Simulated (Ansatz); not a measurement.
The parent structure is FePt (space group P4/mmm, No. 123; a = 2.735 Å, c = 3.722 Å; ferromagnetic; relaxed with 0.1 eV smearing).

Method: Ansatz (a program for electronic structure) r2SCAN, without spin-orbit coupling.

For the base:

Largest site moment: 3.29 μB
Magnetic state: ferromagnetic

One thing is altered: every lattice vector is shortened by 2.60 %; the atoms relax in the strained cell.

**Question.** What does the calculation give for the largest site moment, energy relative to the base and magnetic state after the change?

**Answer.** The largest site moment drops by 0.127 μB, from 3.29 μB to 3.17 μB; the energy increases by 63 meV/atom; the magnetic state is still ferromagnetic.

Other magnetic orders, which the real material may have, were not ruled out. Whether these cells are dynamically stable was not tested.
